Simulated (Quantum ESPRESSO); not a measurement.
Worked example: self-consistent single point of LiF (Fm-3m, 2 atoms in the cell) in Quantum ESPRESSO.

Computed with PBE, SSSP 1.1.2 efficiency (PBE) pseudopotentials (plane waves; Quantum ESPRESSO).

```yaml
crystal:
  lattice:
    - [-2.01701, 0.00000, 2.01701]
    - [0.00000, 2.01701, 2.01701]
    - [-2.01701, 2.01701, 0.00000]
  atoms:
    - { symbol: Li, position: [0.00000, 0.00000, 0.00000] }
    - { symbol: F, position: [0.50000, 0.50000, 0.50000] }
```

Reference input (self-consistent single point, DFT, PBE, plane waves, SSSP 1.1.2 efficiency (PBE) pseudopotentials): ecutwfc = 40 Ry; ecutrho = 320 Ry; occupations = fixed; potentials = {Li: li_pbe_v1.4.uspp.F.UPF, F: f_pbe_v1.4.uspp.F.UPF}; K_POINTS = automatic 11 11 11 0 0 0; nbnd = 9; conv_thr = 1e-10 Ry; mixing_beta = 0.7. This run's input differs from it in these lines:

```diff
@@ -13,4 +13,4 @@
    ntyp = 2
-   ecutwfc = 40
-   ecutrho = 320
+   ecutwfc = 32
+   ecutrho = 256
    occupations = 'fixed'
```

Log, with long lists cut:

```
     Self-consistent Calculation

     iteration #  1     ecut=    32.00 Ry     beta= 0.70

     Threshold (ethr) on eigenvalues was too large:
     Diagonalizing with lowered threshold

     total energy              =     -63.35075161 Ry
     estimated scf accuracy    <       0.03353148 Ry

     iteration #  2     ecut=    32.00 Ry     beta= 0.70

     total energy              =     -63.35365149 Ry
     estimated scf accuracy    <       0.00966655 Ry

     iteration #  3     ecut=    32.00 Ry     beta= 0.70

     total energy              =     -63.35631190 Ry
     estimated scf accuracy    <       0.00135936 Ry

   [... 3 blocks of this kind left out ...]

     iteration #  7     ecut=    32.00 Ry     beta= 0.70

     total energy              =     -63.35655597 Ry
     estimated scf accuracy    <          4.0E-09 Ry

     iteration #  8     ecut=    32.00 Ry     beta= 0.70
     End of self-consistent calculation

     highest occupied, lowest unoccupied level (ev):     0.8261    9.8574

!    total energy              =     -63.35655597 Ry
     estimated scf accuracy    <          6.1E-11 Ry

     convergence has been achieved in   8 iterations

     Forces acting on atoms (cartesian axes, Ry/au):

     atom    1 type  1   force =    -0.00000000   -0.00000000   -0.00000000
     atom    2 type  2   force =     0.00000000    0.00000000    0.00000000

     Total force =     0.000000     Total SCF correction =     0.000000

          total   stress  (Ry/bohr**3)                   (kbar)     P=      -70.99
  -0.00048260  -0.00000000  -0.00000000          -70.99       -0.00       -0.00
  -0.00000000  -0.00048260   0.00000000           -0.00      -70.99        0.00
  -0.00000000   0.00000000  -0.00048260           -0.00        0.00      -70.99

   JOB DONE.
```

The run converged in 8 iterations. Against the reference run the free energy rises by 55.5 meV/atom, the pressure goes from 1.24 to -7.10 GPa and the gap on the mesh moves little (9.025 to 9.031 eV).

The starting cell comes from a database of computed structures (which also holds hypothetical and non-ambient phases and stackings), without a prior relaxation at this level. Its lattice was rescaled by a random factor within 2.5 % of one. At the lowered cutoff the pressure carries the error of an incomplete plane-wave basis.
